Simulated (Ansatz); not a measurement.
BaTiO3: pressure series

The reference is BaTiO₃ (space group P4mm, No. 99; a = 3.985 Å, c = 4.201 Å).

Cell and atoms are relaxed at each pressure.

Calculations: PBE in Ansatz (plane waves to 420 eV, PAW, without spin-orbit coupling).

```json
[
 {"pressure (GPa)": "-1", "volume per atom (Å³/atom)": "13.520"},
 {"pressure (GPa)": "0", "volume per atom (Å³/atom)": "13.347"},
 {"pressure (GPa)": "0.3", "volume per atom (Å³/atom)": "13.304"},
 {"pressure (GPa)": "0.7", "volume per atom (Å³/atom)": "13.244"},
 {"pressure (GPa)": "1.5", "volume per atom (Å³/atom)": "13.138"},
 {"pressure (GPa)": "3", "volume per atom (Å³/atom)": "?"},
 {"pressure (GPa)": "5", "volume per atom (Å³/atom)": "12.754"},
 {"pressure (GPa)": "7.5", "volume per atom (Å³/atom)": "12.536"},
 {"pressure (GPa)": "10", "volume per atom (Å³/atom)": "12.345"}
]
```

### Question
Fit the third-order Birch–Murnaghan form P(V) = (3B₀/2)[(V₀/V)^(7/3) − (V₀/V)^(5/3)]·[1 + (3/4)(B₀′ − 4)((V₀/V)^(2/3) − 1)] (squares taken in P) to the rows shown and predict the withheld row.

### Answer
Least squares on the printed values gives V₀ = 13.350 Å³/atom, B₀ = 86.5 GPa, B₀′ = 10.6; this predicts 12.959 Å³/atom, and the run gives 12.959 Å³/atom, in agreement.

Load acts through the strain it causes; cell and atoms are relaxed under it. Stability against distortions was not tested. No other phases were tried under pressure. All final runs are without spin polarisation.

Ansatz is a first-principles code.
